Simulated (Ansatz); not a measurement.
## Quick settings and what they miss: Te2MoW2Se2S2 (P3m1, 9 atoms in the cell)

Self-consistent single point.

```
CELL_PARAMETERS angstrom
      3.31534     0.00000     0.00000
     -1.65767     2.87117     0.00000
      0.00000     0.00000    30.70043
ATOMIC_POSITIONS crystal
  Te 0.33333 0.66667 0.05450
  Te 0.33333 0.66667 0.17679
  Mo 0.00000 0.00000 0.11563
  W  0.00000 0.00000 0.57830
  W  0.33333 0.66667 0.34700
  Se 0.33333 0.66667 0.52430
  Se 0.33333 0.66667 0.63233
  S  0.00000 0.00000 0.39611
  S  0.00000 0.00000 0.29788
```

Computed with LDA (PW92), default PAW files made with PBE (plane waves; Ansatz, a first-principles code).

Base settings: basis.ecutwfc = 30.9 Ry; kpoints.mp_grid.grid = 11 11 1; hamiltonian.xc = lda; hamiltonian.pseudopotentials = {kind: paw} (the program's default PAW files); scf.occupations.method = cold; scf.occupations.width = 0.0147 Ry.

Tight run (finer mesh or higher cutoff; not a proven limit): basis.ecutwfc: 30.9 Ry → 43.4 Ry; kpoints.mp_grid.grid: 11 11 1 → 15 15 2; scf.convergence.dr2_threshold: default (1e-07 eV) → 1e-09 eV. It gave Fermi level (on the code's own zero) 6.33 eV; pressure -2.37 GPa; largest force (vector length) 0.347 eV/Å.

Quick runs, as changes from the base:
- A: the base itself
- B: basis.ecutwfc: 30.9 Ry → 18.4 Ry; kpoints.mp_grid.grid: 11 11 1 → 6 6 6; scf.convergence.dr2_threshold: default (1e-07 eV) → 0.0001 eV
- C: basis.ecutwfc: 30.9 Ry → 18.4 Ry; kpoints.mp_grid.grid: 11 11 1 → 3 3 3; hamiltonian.xc: lda → pbesol [PBEsol]

Energies are extrapolated to zero smearing width, which holds to low order in the width alone.

Dashes: energy of C, another energy zero; time of C, under 30 s.

† marks runs with another functional, U, potentials or spin treatment: their distance from the tight run is not a convergence error alone.

The count of work is k-points × plane waves × bands × iterations; it is no time. Core times come from one kind of shared machine and are given to one figure; runs under 30 s give none.

Pressures in the table are Ansatz's without its Pulay estimate, at a fixed set of plane waves; the tight run's value above holds the estimate.

The starting cell comes from a database of computed structures (which also holds hypothetical and non-ambient phases and stackings), without a prior relaxation at this level. Its lattice was rescaled by a random factor within 2.5 % of one. Spin polarisation is off.

```tsv
run	energy less tight (meV/atom)	pressure less tight (GPa)	largest miss in a force vector (eV/Å)	count of work / tight	core time / tight (rough)
A	0.8	-0.02	0.003	0.18	0.2
B	464.8	-16.90	0.085	0.14	0.2
C†	–	-15.63	0.168	0.058	–
```

Among the runs at the tight run's level, the energy misses run from 0.8 to 464.8 meV/atom.

Left out of this page: 2 runs of the series stopped by limits of time or memory; 1 run of the series unsound by tests on forces, stress, charge or solver warnings.

Keys are those of Ansatz 0.2.
